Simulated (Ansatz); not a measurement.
**What isotropic strain +4.11 % does to GaN**

The reference is GaN in the wurtzite structure (space group P6_3mc, No. 186; a = 3.219 Å, c = 5.244 Å).

Modification: the cell is scaled by 1.0411 in all directions, atoms relaxed at fixed cell.

Level of theory: PBE/PAW in Ansatz (a program for electronic structure), no SOC, earlier PAW set. Γ-centred 12×12×6 mesh, Fermi–Dirac width 0.05 eV.

| quantity | base | changed | shift |
|---|---|---|---|
| volume per atom | 11.76 Å³ | 13.27 Å³ | +1.51 Å³ |
| space group | P6_3mc (No. 186) | P6_3mc (No. 186) | – |
| shortest interatomic distance | 1.967 Å | 2.048 Å | +0.0801 Å |
| energy relative to the base (free energy F) | 0 meV/atom | +83 meV/atom | +83 meV/atom |
| pressure (mean of the normal stresses, compression positive) | 0.00 GPa | -15.84 GPa | -15.847 GPa |
| band gap | 1.71 eV | 0.92 eV | -0.79 eV |
| gap character | direct at Γ | direct at Γ | – |
| width of the top valence band | 2.67 eV | 2.29 eV | -0.373 eV |
| electron mass | 0.14 mₑ along c, 0.16 mₑ across (at Γ) | 0.085 mₑ along c, 0.094 mₑ across (at Γ) | – |
| valence-band top at Γ (three highest levels, from the VBM) | 0.00, 0.00, -0.04 eV | 0.00, 0.00, -0.02 eV | – |

Final structure:

```
GaN
1.0
    3.35090     0.00000     0.00000
   -1.67545     2.90196     0.00000
    0.00000     0.00000     5.45906
Ga N
2 2
Direct
  0.66667   0.33333   0.00117
  0.33333   0.66667   0.50117
  0.66667   0.33333   0.62403
  0.33333   0.66667   0.12403
```

Masses are band curvatures over ±0.01 Å⁻¹ around the edge. Stability against distortions was not tested.
